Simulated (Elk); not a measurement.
Troubleshooting Elk: a failed run on LiBe (P2_1/m, 4 atoms in the cell). The aim is a self-consistent single point with DFT, LDA (PW92), all-electron FP-LAPW, Elk's shipped species files, APW+lo basis with extra local orbitals.

Cell that was meant: a = 2.2588 Å, b = 3.7210 Å, c = 5.3985 Å, α = 90.00°, β = 100.61°, γ = 90.00°.

Part of the input:

```

gmaxvr
  14.0

lmaxo
  2

nxlo
  2
```

Output (repeated stretches shortened):

```
│ Elk code version 10.2.4 started │

Error(readinput): lmaxo < 3 :        2
```

### Question
From the messages shown, name the fault and mend the input.

### Answer
The fault is angular cutoffs in an order that the program does not allow or that is too low; here the program stops on it instead of giving results. To fix it, restore the usual pair of cutoffs. The program stopped before any SCF iteration.

The sound input it was made from differs as follows (other fixes are possible):
```diff
-
-lmaxo
-  2
```

With that input, the run converged in 14 iterations: total energy -1197.4436 eV; Fermi level (on the code's own zero) 3.07 eV (DFT, LDA (PW92), all-electron FP-LAPW, Elk's shipped species files, APW+lo basis with extra local orbitals).

On the sound input: the starting cell comes from a database of computed structures (which also holds hypothetical and non-ambient phases and stackings), without a prior relaxation at this level. Values depend on the basis (sphere radii, cutoffs, local orbitals), which need not be converged. Without a gap this mesh is coarse (it stands for a supercell whose shortest vector is 16 Å).
